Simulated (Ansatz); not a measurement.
Take Mo in the bcc (W type) structure (space group Im-3m, No. 229; a = 3.151 Å; relaxed with 0.1 eV smearing) as the base.

Calculations: r2SCAN, PAW, 500 eV (Ansatz, a quantum-chemistry and plane-wave program; no spin-orbit coupling).

Before the change:

The pressure comes out as 0.0 GPa and the band gap is zero.

Now apply this change: the cell is scaled by 0.9900 in all directions; the atoms relax in the strained cell.

### Question
Predict the new pressure, energy relative to the base and band gap.

### Answer
The pressure goes from zero to 8.7 GPa; the energy grows by 12 meV/atom; the band gap stays zero.

Whether these cells are dynamically stable was not tested. All final runs are without spin polarisation.
